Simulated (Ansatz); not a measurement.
Fermi-surface data of Rh (I4/mmm)

Here is the system:

```yaml
crystal:
  lattice:
    - [0.00000, 1.88255, 1.89581]
    - [1.88255, 0.00000, 1.89581]
    - [1.88255, 1.88255, 0.00000]
  atoms:
    - { symbol: Rh, position: [0.00000, 0.00000, 0.00000] }
```

All values below come from PBEsol, rigid bands (plane waves, PAW, scalar-relativistic; Ansatz, a quantum-chemistry and plane-wave program). Condition of this run: biaxial stress xx = yy = 2 GPa (compression positive) (the target of the relaxation). Geometry: cell and atoms relaxed with PBEsol, then loaded as said.

```json
{
 "density of states at the Fermi level": "1.23 states/(eV·cell), both spins",
 "bare Sommerfeld coefficient": "2.9 mJ/(mol of atoms·K²)",
 "drude_plasma_energy": "10.3 eV",
 "root-mean-square Fermi velocity": "6.6e5 m/s",
 "resistivity times τ": "4.6 ×10⁻²² Ω·m·s",
 "resistivity_times_mean_free_path": "3.2 ×10⁻¹⁶ Ω·m²"
}
```

A metal at this level (no band gap); rigid bands, thermally averaged at 300 K, both spins. Spin-orbit coupling is left out. τ is one relaxation time for all states; the product of resistivity and mean free path takes one path for all states instead.
